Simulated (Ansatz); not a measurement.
An Ansatz (a first-principles code) run: GeF4; PBEsol (Ansatz, PAW, scalar-relativistic without spin-orbit coupling), earlier PAW set.

Input:

Ansatz 0.2 input:
```yaml
crystal:
  lattice:
    - [-2.8143739849, 2.8143739849, 2.8143739849]
    - [2.8143739849, -2.8143739849, 2.8143739849]
    - [2.8143739849, 2.8143739849, -2.8143739849]
  atoms:
    - { symbol: Ge, position: [0, 0, 0] }
    - { symbol: F, position: [0, 0.6512044623, 0] }
    - { symbol: F, position: [0.3487955377, 0.3487955377, 0.3487955377] }
    - { symbol: F, position: [0.6512044623, 0, 0] }
    - { symbol: F, position: [0, 0, 0.6512044623] }
basis: { ecutwfc: 420, ecutrho_ratio: 4, xc_grid: 2, fft_grid_basis: typed }
kpoints: { mp_grid: { grid: [8, 8, 8] } }
hamiltonian:
  xc: pbesol
  dispersion: none
  pseudopotentials: { azcp: { folder: ./paw }, kind: paw }
scf: { occupations: { method: fermi_dirac, width: 0.05 }, convergence: { dr2_threshold: 0.0000000005 } }
output: { forces: true, stress: true }
```

Output:

```
WARN ansatz: RAYON_NUM_THREADS=1 ignored (pool sized by the plan → 1); use --threads N
Pseudopotentials: kind: paw
Pseudopotential: Ge, paw, valence charge 14
Pseudopotential: F, paw, valence charge 7
Functional definition: PBEsol
Crystal: 5 atoms, lattice volume = 89.167 Å³
Basis set: ecut = 420 eV, 1745 PW (Γ), exchange–correlation on 72×72×72 points (8 copies of the dense FFT grid, shifted against one another)
Bands: 26, of which v1, the nominal top of the filled ones, is band 21 counted from 1 (20 counted from 0)
Symmetry: 24 space group operations
Space group: I-43m (ITA 217), of the structure as read, at distance tolerance 4.5e-5 Å
k-points: 29 of 512 (time reversal used)
PAW frozen core: Ge, regenerated for the run's functional, and the local potential with it
PAW frozen core: F, regenerated for the run's functional, and the local potential with it
Initial density: superposition of atomic densities (chi_scale 0.1, normalization cell, long waves kept (reshape's long-wave potential 0.11 eV rms))
Initial wavefunctions: pseudopotential atomic-orbital guess
Eigensolver: davidson
Functional: x = pbesol(κ = 0.804, μ = 0.12345679012345678), c = pbesol(β = 0.046)
SCF iter   1: F=—  HF=-7457.951216 eV  |F-HF|=—  |Δ(HF+E_count)|=         —  Δρ=9.53e-2  dr2=4.57e0  ethr=3.10e-3  ⟨swp⟩=6.9  Hψ=3669  notcnv=0
all-band conjugate gradients solve this SCF's bands
preconditioner: auto → Resta (q_TF=auto, 2.407 Å⁻¹)
SCF iter   2: F=—  HF=-7456.260070 eV  |F-HF|=—  |Δ(HF+E_count)|=    1.69e0  Δρ=4.05e-2  dr2=7.80e-1  ethr=3.10e-3  ⟨swp⟩=3.4  Hψ=1842  notcnv=0  defer=29
SCF iter   3: F=—  HF=-7455.886010 eV  |F-HF|=—  |Δ(HF+E_count)|=   3.74e-1  Δρ=1.80e-2  dr2=1.61e-1  ethr=1.86e-3  ⟨swp⟩=2.6  Hψ=1477  notcnv=0  defer=29
SCF iter   4: F=—  HF=-7455.830465 eV  |F-HF|=—  |Δ(HF+E_count)|=   5.55e-2  Δρ=2.08e-3  dr2=3.09e-3  ethr=3.83e-4  ⟨swp⟩=3.0  Hψ=1623  notcnv=0  defer=29
SCF iter   5: F=—  HF=-7455.835487 eV  |F-HF|=—  |Δ(HF+E_count)|=   5.02e-3  Δρ=1.30e-3  dr2=6.25e-4  ethr=7.36e-6  ⟨swp⟩=2.0  Hψ=1450  notcnv=0  defer=29
SCF iter   6: F=—  HF=-7455.836701 eV  |F-HF|=—  |Δ(HF+E_count)|=   1.21e-3  Δρ=1.23e-4  dr2=1.30e-5  ethr=1.49e-6  ⟨swp⟩=2.0  Hψ=1383  notcnv=0  defer=29
SCF iter   7: F=—  HF=-7455.836726 eV  |F-HF|=—  |Δ(HF+E_count)|=   2.56e-5  Δρ=2.58e-5  dr2=6.32e-7  ethr=3.09e-8  ⟨swp⟩=2.0  Hψ=1334  notcnv=0  defer=29
SCF iter   8: F=—  HF=-7455.836726 eV  |F-HF|=—  |Δ(HF+E_count)|=   6.48e-7  Δρ=4.25e-6  dr2=1.72e-8  ethr=1.50e-9  ⟨swp⟩=2.0  Hψ=1334  notcnv=0  defer=29
SCF iter   9: F=—  HF=-7455.836726 eV  |F-HF|=—  |Δ(HF+E_count)|=   7.16e-8  Δρ=8.10e-7  dr2=8.43e-10  ethr=4.09e-11  ⟨swp⟩=2.0  Hψ=1019  notcnv=0  defer=29
SCF iter  10: F=-7455.836726 eV  HF=-7455.836726 eV  |F-HF|=4.27e-11  |Δ(HF+E_count)|=   3.02e-9  Δρ=2.25e-7  dr2=3.50e-11  ethr=1.19e-12  ⟨swp⟩=4.0  Hψ=2514  notcnv=0
SCF 1 converged in 10 iterations: F = -7455.836726 eV  dr2 = 3.50e-11
SCF converged after 10 iterations
Free energy (F): -7455.836726 eV
Harris-Foulkes:  -7455.836726 eV  (|F-HF|=4.27e-11)
Internal energy: -7455.836726 eV  (E = F + TS)
E sigma→0 (E₀):  -7455.836726 eV
Fermi energy:    0.025918 eV
--- Per-component energies (eV) ---
  E_band       = -537.312981
  E_kinetic    = 877.136171
  E_local      = -6112.141170  (includes V_loc(G=0)·N_el)
  E_nonlocal   = 577.879876
  E_hartree    = 2584.126533
  E_xc         = -369.411110
  E_vxc        = -450.227177  (∫ρ·V_xc dr)
  E_paw        = -2774.119848  (= ΣΔE_a)
  E_vpaw       = -598.216765  (= ΣTr[D̂ρ^β])
  E_aug_tail   = 0.002866  (compensation charges beyond the density's cutoff)
  E_ewald      = -2240.397753
  E_core_change = 1.087708  (= ΣΔE_core)
  E_smearing   = -0.000000  (= −TS)
  E_closure    = 0.000000  (closes the sum)
  Σ components = -7455.836726   (vs F -7455.836726, Δ=0.00e0)
  [band-id]    e_kinetic+e_local+e_nonlocal+2·e_hartree+e_vxc+e_vpaw+e_augmentation_tail = -537.313133   (vs E_band -537.312981, Δ=-1.52e-4)
--- Forces (eV/Å), atoms counted from 1 ---
  atom   1  Ge     0.00000000     0.00000000     0.00000000
  atom   2  F      0.00252455    -0.00252455     0.00252455
  atom   3  F     -0.00252455    -0.00252455    -0.00252455
  atom   4  F     -0.00252455     0.00252455     0.00252455
  atom   5  F      0.00252455     0.00252455    -0.00252455
  max |Σ_I F_I| component: 6.07e-18 eV/Å
--- Stress (GPa, compression-positive) ---
       -0.007670       0.000000       0.000000
        0.000000      -0.007670      -0.000000
        0.000000       0.000000      -0.007670
  P = ⅓ Tr σ = -0.0077 GPa (-0.077 kbar)
  The stress holds the Pulay correction. Without it, at fixed plane waves, as pw.x and ABINIT print it: P = -0.4598 GPa
  The stress includes an estimate of the error left by incomplete SCF convergence (largest component 0.0001 GPa).
--- Band table ---
  band table: none
```

Whether these cells are dynamically stable was not tested. The cell is GeF4 (space group I-43m, No. 217).
